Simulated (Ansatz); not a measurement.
Base system: PbSe in the rock salt structure (space group Fm-3m, No. 225).

```xyz
2
Lattice="0.0000 3.1088 3.1088 3.1088 0.0000 3.1088 3.1088 3.1088 0.0000" Properties=species:S:1:pos:R:3 pbc="T T T"
Se     0.0000     0.0000     0.0000
Pb     3.1088     3.1088     3.1088
```

Level of theory: PBE in Ansatz (plane waves to 420 eV, PAW, spin-orbit coupling left out), earlier PAW set.

Before the change:

Pressure: -0.01 GPa

Modification: the cell is scaled by 0.9546 in all directions; the atoms relax in the strained cell.

### Question
How does this affect the pressure and energy relative to the base?

### Answer
The pressure goes up by 8.80 GPa (-0.01 GPa → 8.79 GPa); the energy goes up by 95 meV/atom.

Whether these cells are dynamically stable was not tested.

Ansatz is a first-principles code.
